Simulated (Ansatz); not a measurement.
# Input and output of a self-consistent single point for ZnSe (F-43m, 2 atoms in the cell) (Ansatz)

Level of theory: LDA (PW92), default PAW files made with PBE (plane waves; Ansatz, a program for electronic structure).

Input as run:

Ansatz 0.2 input:
```yaml
# ZnSe
crystal:
  lattice:
    - [0.00000000, 2.82082500, 2.82082500]
    - [2.82082500, 0.00000000, 2.82082500]
    - [2.82082500, 2.82082500, 0.00000000]
  atoms:
    - { symbol: Zn, position: [0.00000000, 0.00000000, 0.00000000] }
    - { symbol: Se, position: [0.25000000, 0.25000000, 0.25000000] }
basis:
  ecutwfc: 420.0 eV
kpoints:
  mp_grid: { grid: [8, 8, 8] }
hamiltonian:
  xc: lda
  pseudopotentials: { kind: paw }
scf:
  occupations: { method: fermi_dirac, width: 0.01 eV }
output:
  forces: true
  eigenvalues: true
  stress: true
```

Log, with long lists cut:

```
WARN ansatz: RAYON_NUM_THREADS=1 ignored (pool sized by the plan → 1); use --threads N
Pseudopotentials: kind: paw
Pseudopotential: Zn, paw, valence charge 12
Pseudopotential: Se, paw, valence charge 16
Crystal: 2 atoms, lattice volume = 44.891 Å³
Basis set: ecut = 420 eV, 893 PW (Γ)
Bands: 18, of which v1, the nominal top of the filled ones, is band 14 counted from 1 (13 counted from 0)
Symmetry: 24 space group operations
Space group: F-43m (ITA 216), of the structure as read, at distance tolerance 3.6e-5 Å
k-points: 29 of 512 (time reversal used)
PAW frozen core: Zn, regenerated for the run's functional, and the local potential with it
PAW frozen core: Se, regenerated for the run's functional, and the local potential with it
Initial density: superposition of atomic densities (neutral atoms: chi_scale 0, normalization atom), corrected by the library's trained network
Initial wavefunctions: pseudopotential atomic-orbital guess
Eigensolver: davidson
Functional: x = slater, c = lda
SCF iter   1: F=—  HF=-8630.838062 eV  |F-HF|=—  |Δ(HF+E_count)|=         —  Δρ=5.37e-3  dr2=7.69e-3  ethr=1.77e-3  ⟨swp⟩=5.9  Hψ=2695  notcnv=0
all-band conjugate gradients solve this SCF's bands
preconditioner: auto → none
SCF iter   2: F=—  HF=-8630.835724 eV  |F-HF|=—  |Δ(HF+E_count)|=   2.34e-3  Δρ=2.03e-3  dr2=8.86e-4  ethr=2.75e-5  ⟨swp⟩=2.0  Hψ=1102  notcnv=0
SCF iter   3: F=—  HF=-8630.835627 eV  |F-HF|=—  |Δ(HF+E_count)|=   9.79e-5  Δρ=1.39e-3  dr2=3.82e-4  ethr=3.16e-6  ⟨swp⟩=2.0  Hψ=870  notcnv=0
SCF iter   4: F=—  HF=-8630.835532 eV  |F-HF|=—  |Δ(HF+E_count)|=   9.50e-5  Δρ=2.71e-4  dr2=2.97e-5  ethr=1.36e-6  ⟨swp⟩=2.0  Hψ=866  notcnv=0
SCF iter   5: F=—  HF=-8630.835516 eV  |F-HF|=—  |Δ(HF+E_count)|=   1.57e-5  Δρ=1.97e-5  dr2=1.91e-7  ethr=1.06e-7  ⟨swp⟩=2.0  Hψ=754  notcnv=0
SCF iter   6: F=-8630.835516 eV  HF=-8630.835516 eV  |F-HF|=3.10e-8  |Δ(HF+E_count)|=   6.55e-8  Δρ=5.60e-6  dr2=9.48e-9  ethr=3.57e-10  ⟨swp⟩=5.7  Hψ=2416  notcnv=0
SCF 1 converged in 6 iterations: F = -8630.835516 eV  dr2 = 9.48e-9
SCF converged after 6 iterations
Free energy (F): -8630.835516 eV
Harris-Foulkes:  -8630.835516 eV  (|F-HF|=3.10e-8)
Internal energy: -8630.835516 eV  (E = F + TS)
E sigma→0 (E₀):  -8630.835516 eV
Fermi energy:    7.192623 eV
--- Per-component energies (eV) ---
  E_band       = -389.916513
  E_kinetic    = 251.119436
  E_local      = -4382.994630  (includes V_loc(G=0)·N_el)
  E_nonlocal   = 27.692338
  E_hartree    = 2025.567349
  E_xc         = -239.141563
  E_vxc        = -152.076249  (∫ρ·V_xc dr)
  E_paw        = -3583.393578  (= ΣΔE_a)
  E_vpaw       = -184.797765  (= ΣTr[D̂ρ^β])
  E_aug_tail   = -0.000956  (compensation charges beyond the density's cutoff)
  E_ewald      = -2733.458416
  E_core_change = 3.774504  (= ΣΔE_core)
  E_smearing   = -0.000000  (= −TS)
  E_closure    = 0.000000  (closes the sum)
  Σ components = -8630.835516   (vs F -8630.835516, Δ=0.00e0)
--- Forces (eV/Å), atoms counted from 1 ---
  atom   1  Zn     0.00000000    -0.00000000    -0.00000000
  atom   2  Se    -0.00000000    -0.00000000     0.00000000
  max |Σ_I F_I| component: 1.43e-16 eV/Å
--- Stress (GPa, compression-positive) ---
       -2.601258      -0.000000       0.000000
       -0.000000      -2.601258       0.000000
       -0.000000       0.000000      -2.601258
  P = ⅓ Tr σ = -2.6013 GPa (-26.013 kbar)
  The stress holds the Pulay correction. Without it, at fixed plane waves, as pw.x and ABINIT print it: P = -2.6446 GPa
--- Band table (eV; the first three rows and the last of 29) ---
  k-point 0: bands = ["-40.4352", "-40.4352", "-40.4352", "-40.4304", "-40.4304", "-6.7655", "-0.0649", "-0.0649", "-0.0649", "0.3077", "0.3077", "6.6436", "6.6436", "6.6436", "7.7306", "12.3565", "12.3565", "12.3565"]
  k-point 1: bands = ["-40.4352", "-40.4351", "-40.4351", "-40.4304", "-40.4304", "-6.6620", "-0.0587", "-0.0488", "-0.0488", "0.3062", "0.3062", "5.2529", "6.4861", "6.4861", "8.7730", "12.2770", "12.6155", "12.6155"]
  k-point 2: bands = ["-40.4351", "-40.4351", "-40.4351", "-40.4304", "-40.4304", "-6.3930", "-0.0135", "-0.0135", "-0.0044", "0.3076", "0.3076", "3.4920", "6.1512", "6.1512", "9.2374", "12.9987", "12.9988", "13.0847"]
  k-point 28: bands = ["-40.4351", "-40.4350", "-40.4348", "-40.4304", "-40.4303", "-5.6708", "0.0518", "0.1431", "0.2748", "0.2772", "0.6197", "1.8296", "3.7880", "3.8830", "11.9914", "12.1525", "13.4840", "14.2092"]
```

The run converged in 6 iterations.

The starting cell has typed, rounded lattice constants, without a prior relaxation at this level. Its lattice was rescaled by up to half a per cent. Ansatz's pressure includes its estimate of the finite-basis (Pulay) stress.
